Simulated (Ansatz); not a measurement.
Levels about the gap of amorphous Si$_{30}$N$_{44}$Ti$_{3}$ (77 atoms in a cell of 866 Å³, 3.07 g/cm³; zone centre alone, so wide bands show as single levels with stretches between that a denser mesh fills), at the geometry that PBE relaxed, where it gives 0.1 GPa on a denser mesh. Exact exchange is cut at the faces of this small cell, which leaves a finite-size error. The participation number counts the atoms over which a state spreads; weights are charges in smoothed Voronoi cells. The levels come from a single point, so bond lengths are those of that geometry. Method of the levels: HSE06, scalar-relativistic without spin-orbit coupling (Ansatz, a first-principles code). Sampling: the zone centre alone; Fermi-Dirac width 0.01 eV; collinear spin, started from moments on atoms (the moments died out). At PBE the levels at both edges of the gap are localised (band-tail or defect states), and the nearest spread-out levels lie 2.3 eV apart at the zone centre.

A CHGNet melt-quench gave the starting glass, which DFT then relaxed. N atoms were pushed apart under 1.9 Å during the dynamics, to hinder bonds among them. The hot cell started wider than the set density and was brought back towards it in steps. It is the lowest in DFT energy of 2 quenches. It is a model cell: composition and starting density were chosen by hand, and all elements were melted together. No dispersion term was used. Its density started from a set value of 3.05 and ended at 3.07 g/cm³. The quench (nominally 300 K/ps over its main leg) was far faster than any real one, so the model tends to hold more defects than a real film. One small periodic cell is one sample of the glass; other quenches scatter about these values. Volume and shape were free in the relaxation. On a 2×2×2 Γ-centred mesh force components of up to 0.14 eV/Å stay, since the relaxation ran on the zone centre alone.

| E - E(highest filled), eV | filling | spin | participation number | largest on | weight N | weight Ti | weight Si |
|---|---|---|---|---|---|---|---|
| -0.56 | filled | up | 19.8 | N, 3 neighbours | 0.88 | 0.03 | 0.09 |
| -0.27 | filled | up | 13.6 | N, 3 neighbours | 0.89 | 0.03 | 0.08 |
| -0.27 | filled | dn | 13.6 | N, 3 neighbours | 0.89 | 0.03 | 0.08 |
| -0.23 | filled | dn | 7.2 | N, 3 neighbours | 0.87 | 0.02 | 0.11 |
| -0.23 | filled | up | 7.2 | N, 3 neighbours | 0.87 | 0.02 | 0.11 |
| 0.00 | filled | up | 9.9 | N, 3 neighbours | 0.89 | 0.02 | 0.09 |
| 0.00 | filled | dn | 9.9 | N, 3 neighbours | 0.89 | 0.02 | 0.09 |
| 3.03 | empty | up | 4.1 | Ti, 4 neighbours | 0.20 | 0.69 | 0.11 |
| 3.03 | empty | dn | 4.1 | Ti, 4 neighbours | 0.20 | 0.69 | 0.11 |
| 3.14 | empty | up | 6.2 | Ti, 6 neighbours | 0.29 | 0.49 | 0.23 |
| 3.14 | empty | dn | 6.2 | Ti, 6 neighbours | 0.29 | 0.49 | 0.23 |
| 3.30 | empty | up | 9.5 | Ti, 5 neighbours | 0.26 | 0.50 | 0.24 |
| 3.30 | empty | dn | 9.5 | Ti, 5 neighbours | 0.26 | 0.50 | 0.24 |
| 3.43 | empty | up | 5.6 | Ti, 5 neighbours | 0.22 | 0.64 | 0.14 |

Most localised among these is the empty level at +3.03 eV, on a Ti atom, which has 4 neighbours (N 1.83 Å, N 1.87 Å, N 1.99 Å, N 2.14 Å).
